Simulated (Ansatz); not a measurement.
We look at the reaction energy. Reaction: PbS (rock salt) + O2 (gas) → Pb (fcc) + SO2 (gas). Negative: the products are lower in energy.

Pb (fcc, Fm-3m), 1 atom in the cell, k-point mesh 20×20×20 on the run's own vectors. Conventional cell: a = 5.0420 Å, b = 5.0420 Å, c = 5.0420 Å, α = 90.00°, β = 90.00°, γ = 90.00°.

PbS (rock salt, Fm-3m), 2 atoms in the cell, k-point mesh 10×10×10 on the run's own vectors.
```cif
data_Pb4S4
_chemical_formula_sum 'Pb4 S4'
_space_group_name_H-M_alt 'Fm-3m'
_space_group_IT_number 225
_space_group_name_Hall '-F 4 2 3'
_cell_length_a 6.00882
_cell_length_b 6.00882
_cell_length_c 6.00882
_cell_angle_alpha 90.000
_cell_angle_beta 90.000
_cell_angle_gamma 90.000
loop_
_atom_site_label
_atom_site_type_symbol
_atom_site_symmetry_multiplicity
_atom_site_Wyckoff_symbol
_atom_site_fract_x
_atom_site_fract_y
_atom_site_fract_z
_atom_site_occupancy
Pb1 Pb 4 a 0.00000 0.00000 0.00000 1
S1 S 4 b 0.50000 0.50000 0.50000 1
```
(The calculation used a cell of 2 atoms; values per cell refer to that cell.)

An isolated SO2 molecule (singlet) in a box of 11 × 14 × 13 Å.

An isolated O2 molecule (triplet) in a box of 11 × 11 × 13 Å.

All numbers come from Ansatz (a program for electronic structure), plane waves with PAW, its default PAW set, cutoff 420 eV. The structures are at rest with PBE; other levels are single points on them. HSE06 runs on coarser k-point meshes, mended by the PBE difference between the two meshes. Some cells are metallic or hold partly filled levels, where a hybrid on a coarse mesh is less sure. Neutral cells; Fermi-Dirac smearing of at most 0.10 eV in the solids, energies taken to zero width. The lattices are those relaxed with PBE, so at other levels the solids can be strained, which adds to the spread. A dispersion term (D3(BJ), or D4 for r2SCAN) was computed beside these levels and is taken off wherever the name lacks it. No zero-point or thermal terms. Spin-orbit coupling is left out.

Q: Estimate the value that PBE returns for this input.

A: -1.82 eV, for PbS (rock salt) + O2 (gas) → Pb (fcc) + SO2 (gas).

Q: What do the other levels give, and how wide is the spread?

A: 
```json
[
 {"Functional": "HSE06", "value (eV)": "-1.63", "less PBE": "0.19"}
]
```

The levels span 0.19 eV, from PBE (-1.82) to HSE06 (-1.63).
